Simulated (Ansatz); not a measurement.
## InP: band gap against strain

InP (zinc blende, F-43m, 24.730 Å³/atom at rest) under an equal strain ε in the (001) plane with the normal axis free, as in a coherent film. LDA in Ansatz, a plane-wave DFT program (PAW, default set), 420 eV, 10×10×10 Γ-centred mesh, Fermi-Dirac smearing 0.05 eV; ions are relaxed within the symmetry of each cell. Gaps are the smallest over the k-mesh and a band path, without spin-orbit coupling; in all rows the valence edge lies at Γ and the conduction edge at Γ.

Here s stands for strain and Eg for gap.

```csv
strain (%),gap (eV)
-3.00,?
-1.50,0.593
-1.00,0.589
-0.50,0.583
0.00,0.577
```

**Question.** Fit Eg against s with a straight line, and predict the withheld value at s = -3.00.

**Answer.** Means: s -0.75000, Eg 0.5855. About the means, the sum of products is -0.013500 and the sum of squares of s is 1.2500; the slope is their ratio. Least squares gives Eg = 0.5774 - 0.01080·s. Residuals (row less fit): -0.0006, 0.0008, 0.0002, -0.0004; standard error 0.0008 (degrees of freedom: 2). Over these rows the gap moves by -1.1 ± 0.07 eV per unit strain. At the withheld row, Eg = 0.5774 - 0.01080 × (-3.0) = 0.6098 eV. The calculation gives 0.598 eV, 0.0118 eV below the prediction (56.2 % of the range of Eg in the table). The row lies outside the fitted rows, so this is an extrapolation. From the scatter of the fitted rows alone, a prediction at this place has a standard error of 0.0018 eV, so the miss is 6.6 times that.

One order more, fitted to all 7 runs of the series, follows each within 0.001, so the miss is the next term of a smooth law. Spin-orbit coupling is left out, which can shift this property for InP. Rows are the converged runs of the series near zero and its far end; series whose fitted rows scatter by over a few per cent of the range, as at a crossing or softening among them, aren't shown in this form. Most that stay on the fit to the last digits aren't either.
